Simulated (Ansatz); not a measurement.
## Ir under a change: biaxial strain −1.67 %, plane normal [111], relaxed out of plane

Take Ir in the fcc (Cu type) structure (space group Fm-3m, No. 225; a = 3.8118 Å; relaxed with 0.1 eV smearing) as the base. Axes: x, y, z lie along the cube axes.

It is then changed as follows: compressive biaxial strain of 1.67 % in the plane normal to [111], as in epitaxy on a mismatched substrate; the out-of-plane cell vector and the atoms relax.

Calculations: Kohn–Sham DFT with the LDA functional, run in Ansatz (a quantum-chemistry and plane-wave program) with PAW and 420 eV plane waves, no spin-orbit coupling. k-mesh 30×30×30 (Γ-centred); smearing 0.1 eV (Fermi–Dirac).

| quantity | base | changed | shift |
|---|---|---|---|
| space group | Fm-3m (No. 225) | R-3m (No. 166) | – |
| shortest interatomic distance | 2.695 Å | 2.650 Å | -0.045 Å |
| energy relative to the base (free energy F) | 0 meV/atom | +23 meV/atom | +23 meV/atom |
| pressure (mean of the normal stresses, compression positive) | 0.0 GPa | 11.0 GPa | +11.0 GPa |
| band gap | zero | zero | – |
| out-of-plane strain | – | +0.90 % | – |
| ratio −ε⊥/ε∥ | – | 0.54 | – |
| mean in-plane stress (compression positive) | – | +16.5 GPa | – |

Final structure (turned so that z lies along the plane normal):

```yaml
crystal:
  lattice:
    - [2.65037, 0.00000, 0.00000]
    - [1.32519, 2.29529, 0.00000]
    - [1.32519, -0.76510, 2.22066]
  atoms:
    - { symbol: Ir, position: [0.00000, 0.00000, 0.00000] }
```

Whether these cells are dynamically stable was not tested. The final runs are not spin-polarised.
